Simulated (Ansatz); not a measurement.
**Bulk modulus of Bi₂Te₂Se (R-3m, No. 166, 5 atoms in the cell; start mp-29666) at several levels of theory**

No measured value is used here.

Put these levels in order of the bulk modulus that they give for Bi₂Te₂Se (R-3m, No. 166, 5 atoms in the cell; start mp-29666), smallest first: LDA (Ansatz, an electronic-structure program), PBEsol (Ansatz), r²SCAN (Ansatz).

r²SCAN (16.8 GPa), PBEsol (31.8 GPa), LDA (40.8 GPa)

Unless a cell is named, each level is at its own relaxed cell (LDA 30.78, PBEsol 31.71, r²SCAN 34.36 Å³/atom).

Density-functional levels without +SOC have no spin–orbit coupling. PBEsol, LDA, r²SCAN: the bulk modulus is −V dP/dV from two relaxed cells at ±2 % in volume. PBEsol, LDA, r²SCAN: the relaxation could not lower the start's symmetry, so the cell can be a saddle point above a distorted one. Each level is taken at its own relaxed cell. Cutoffs differ between the levels. Ansatz's density-functional and Hartree–Fock values are scalar-relativistic unless marked +SOC, with PAW data made under PBE.

A start named mp-… is a Materials Project structure, which need not be a measured phase.
